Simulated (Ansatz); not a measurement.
The parent structure is W in the bcc (W type) structure (space group Im-3m, No. 229; relaxed with 0.1 eV smearing).

```xyz
1
Lattice="-1.5844 1.5844 1.5844 1.5844 -1.5844 1.5844 1.5844 1.5844 -1.5844" Properties=species:S:1:pos:R:3 pbc="T T T"
W      0.0000     0.0000     0.0000
```

Cartesian axes are those of the cell as printed.

The values are results of Kohn–Sham DFT with the r2SCAN functional, run in Ansatz (a program for electronic structure) with PAW and 500 eV plane waves, no spin-orbit coupling, not measurements.

Strains are applied to the cell and any free atomic positions relax; under biaxial strain the out-of-plane vector relaxes too.

One change was made to it. Results:

The energy rises by 1.5 meV/atom; the pressure (mean of the normal stresses, compression positive) goes from zero to -2.0 GPa; the shortest interatomic distance goes up by 0.006 Å to 2.750 Å.

### Question
Name the change that was made.
(A) biaxial strain +2.00 %, plane normal [001], relaxed out of plane
(B) biaxial strain +2.50 %, plane normal [001], relaxed out of plane
(C) biaxial strain +1.00 %, plane normal [001], relaxed out of plane
(D) biaxial strain +0.50 %, plane normal [001], relaxed out of plane

### Answer
D, biaxial strain +0.50 %, plane normal [001], relaxed out of plane. For comparison, the energy relative to the base in the other runs: biaxial strain +2.00 %, plane normal [001], relaxed out of plane gives +23 meV/atom; biaxial strain +2.50 %, plane normal [001], relaxed out of plane gives +36 meV/atom; biaxial strain +1.00 %, plane normal [001], relaxed out of plane gives +5.9 meV/atom.

Stability against distortions was not tested. All final runs are without spin polarisation.
